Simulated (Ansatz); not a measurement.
Start from Zr in the hcp (Mg type) structure (space group P6_3/mmc, No. 194; relaxed with 0.1 eV smearing).

```
CELL_PARAMETERS angstrom
      3.14377     0.00000     0.00000
     -1.57189     2.72259     0.00000
      0.00000     0.00000     5.09284
ATOMIC_POSITIONS crystal
  Zr 0.66667 0.33333 0.75000
  Zr 0.33333 0.66667 0.25000
```

All numbers come from Ansatz (an electronic-structure program) LDA, scalar-relativistic without spin-orbit coupling.

Before the change:

The pressure is 0.0 GPa. The band gap is zero.

The change: every lattice vector is shortened by 3.00 %, atoms relaxed at fixed cell.

**Question.** What does the calculation give for the energy relative to the base after the change?

**Answer.** The energy grows by 61 meV/atom.

**Question.** What does the calculation give for the pressure after the change?

**Answer.** The pressure (mean of the normal stresses, compression positive) goes from zero to 11.0 GPa.

**Question.** Predict the new band gap.

**Answer.** The band gap stays zero.

The cells carry an imposed strain or load. Stability against distortions was not tested. All final runs are without spin polarisation.
